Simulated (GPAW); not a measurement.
Convergence study of the plane-wave cutoff for CoSi2 (I4mm, 3 atoms in the cell)

```
CoSi2
1.0
    0.00000     2.67196     2.67196
    2.67196     0.00000     2.67196
    2.67196     2.67196     0.00000
Co Si
1 2
Cartesian
  0.00000   0.00000   0.05000
  1.33598   1.33598   1.33598
  4.00794   4.00794   4.00794
```

Method of the run: PBEsol, GPAW PAW datasets PBEsol (made by gpaw-setup) (plane waves; GPAW).

Base settings: mode = pw; ecut = 850 eV; xc = PBEsol; kpts = 4 4 4; mesh shift (steps) = 0 0 0; occupations.name = fermi-dirac; occupations.width = 0.1 eV; nbands = -9; symmetry.symmorphic = false; symmetry.tolerance = 0.0005.

The second cell is the first with its lattice scaled by 0.98.

The mesh stays at the base's, so the ladder's end is converged at best in this setting alone.

Only quantities that move along the ladder and can be compared are tabulated.

The count of work is k-points × plane waves × bands × iterations; it is no time. Core times come from one kind of shared machine, to one figure; runs under 30 s give none.

The starting cell has typed, rounded lattice constants, without a prior relaxation at this level. Its lattice was rescaled by up to half a per cent. One atom was moved a little off its site on purpose. Spin polarisation is off. Without a gap this mesh is coarse (it stands for a supercell whose shortest vector is 15 Å).

```tsv
ecut	free energy less the last step's (meV/atom)	energy of the compressed cell less the first (meV/atom)	pressure (GPa)	count of work / last	core time / last (rough)
300 eV	135.72	19.26	-3.32	0.062	–
340 eV	129.11	19.67	-2.21	0.070	–
380 eV	117.04	18.80	-3.57	0.081	–
425 eV	87.35	19.61	-4.66	0.13	–
470 eV	52.43	20.34	-4.57	0.15	–
510 eV	28.76	20.93	-3.83	0.13	–
595 eV	7.06	19.96	-2.40	0.16	–
680 eV	3.39	19.82	-1.93	0.20	–
765 eV	2.76	19.77	-1.95	0.25	–
850 eV	1.58	19.84	-1.98	0.29	–
935 eV	0.67	19.80	-1.95	0.31	–
1020 eV	0.21	19.79	-1.90	0.38	–
1150 eV	0.02	19.79	-1.87	0.42	–
1275 eV	0.00	19.79	-1.88	0.50	0.5
1490 eV	0.00	19.79	-1.88	0.62	0.8
1700 eV	0.00	19.79	-1.88	0.76	0.6
2040 eV	0.00	19.79	-1.88	1.0	1
```

Coarsest ecut that holds the energy of the compressed cell less the first within 0.2 meV/atom of the last step, with all finer ones: 595 eV, at 0.16 of the last step's count of work; the step before is off by 1.1 meV/atom.

Coarsest ecut that holds the pressure within 0.2 GPa of the last step, with all finer ones: 680 eV, at 0.20 of the last step's count of work; the step before is off by 0.52 GPa.

Coarsest ecut that holds the free energy within 5 meV/atom of the last step, with all finer ones: 680 eV, at 0.20 of the last step's count of work; the step before is off by 7.1 meV/atom.

The energy difference between the two cells stays within 1 meV/atom of the last step's from 595 eV on, the total only from 935 eV on: much of the error is common to both cells and cancels.

At the lowest cutoff the pressure lies 1.4 GPa under the last step's, the usual sign of Pulay stress in an incomplete plane-wave basis.
